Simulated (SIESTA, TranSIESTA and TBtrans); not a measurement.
Run with TranSIESTA and TBtrans (open boundaries, self-consistent; PseudoDojo norm-conserving potentials, scalar-relativistic): Spin polarized, PAO.BasisSize DZP, PAO.EnergyShift 0.15 eV, XC.Authors PBE, Mesh.Cutoff 200 Ry, ElectronicTemperature 300 K, TS.Voltage 0.0 eV, TBT.Elecs.Eta 0.001 eV.

Device: Pd chain with one bond stretched by 0.3 Å. Leads: straight Pd chain, spacing 2.5 Å. Geometry: as built, not relaxed. Transport runs along z; the first 6 and the last 6 of the 18 atoms are the lead cells, repeated to infinity.

```xyz
18
Lattice="9.000 0.000 0.000 0.000 9.000 0.000 0.000 0.000 45.300" Properties=species:S:1:pos:R:3 pbc="F F T"
Pd     4.500     4.500     0.000
Pd     4.500     4.500     2.500
Pd     4.500     4.500     5.000
Pd     4.500     4.500     7.500
Pd     4.500     4.500    10.000
Pd     4.500     4.500    12.500
Pd     4.500     4.500    15.000
Pd     4.500     4.500    17.500
Pd     4.500     4.500    20.000
Pd     4.500     4.500    22.800
Pd     4.500     4.500    25.300
Pd     4.500     4.500    27.800
Pd     4.500     4.500    30.300
Pd     4.500     4.500    32.800
Pd     4.500     4.500    35.300
Pd     4.500     4.500    37.800
Pd     4.500     4.500    40.300
Pd     4.500     4.500    42.800
```
Starting moments (μB): atom 7 +0.7, atom 8 +0.7, atom 9 +0.7, atom 10 +0.7, atom 11 +0.7, atom 12 +0.7; lead atoms +0.7 (left) and +0.7 (right).

Give the largest eigenchannel transmissions at the Fermi level (four at most) and the total.

Up: 0.96 (total 0.96); down: 0.97, 0.89, 0.89, 0.72 (total 3.48). The magnetic order of the leads was set by the start, and no other order was tried; the separate lead runs end at 0.76 (left) and 0.76 (right) μB an atom. The straight chain is held at its spacing; free chains may zigzag or dimerise.
